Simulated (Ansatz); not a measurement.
We consider AlN (model structure, started from the BN type, Pm-3n, No. 223, 12 atoms in the cell), described by LDA (plane waves, PAW; Ansatz, a first-principles code).

Settings: plane-wave cutoff 520 eV, 6×6×6 k mesh, Fermi–Dirac smearing 0.01 eV, scalar-relativistic PAW data made under PBE.

The cell is the one relaxed with PBEsol. Conventional cell: a = 5.3438 Å, b = 5.3438 Å, c = 5.3438 Å, α = 90.00°, β = 90.00°, γ = 90.00°.

```yaml
crystal:
  lattice:
    - [5.34384, 0.00000, 0.00000]
    - [0.00000, 5.34384, 0.00000]
    - [0.00000, 0.00000, 5.34384]
  atoms:
    - { symbol: Al, position: [0.25000, 0.00000, 0.50000] }
    - { symbol: Al, position: [0.50000, 0.25000, 0.00000] }
    - { symbol: Al, position: [0.50000, 0.75000, 0.00000] }
    - { symbol: Al, position: [0.75000, 0.00000, 0.50000] }
    - { symbol: Al, position: [0.00000, 0.50000, 0.75000] }
    - { symbol: Al, position: [0.00000, 0.50000, 0.25000] }
    - { symbol: N, position: [0.25000, 0.50000, 0.00000] }
    - { symbol: N, position: [0.00000, 0.25000, 0.50000] }
    - { symbol: N, position: [0.00000, 0.75000, 0.50000] }
    - { symbol: N, position: [0.75000, 0.50000, 0.00000] }
    - { symbol: N, position: [0.50000, 0.00000, 0.75000] }
    - { symbol: N, position: [0.50000, 0.00000, 0.25000] }
```

**Question.** List the 33 lowest band energies at Γ above −25 eV (eV, relative to the valence band maximum), grouping those that round alike.

**Answer.** At Γ: -14.87, -13.49 (×2), -12.17 (×3), -6.00 (×2), -5.17, -4.72 (×3), -2.48 (×3), -1.68 (×3), -1.22 (×3), 0.00 (×3), 2.55, 4.44, 6.17 (×3), 7.15 (×3), 8.07.

Note: the relaxation could raise the start's symmetry but not lower it, so the cell can be a saddle point; cell and atoms aren't relaxed at this level (pressure -3.9 GPa).

A model structure was made by putting elements into a prototype or built by hand; it is no filed structure, need not be a known phase, and can be a saddle point held by its symmetry.
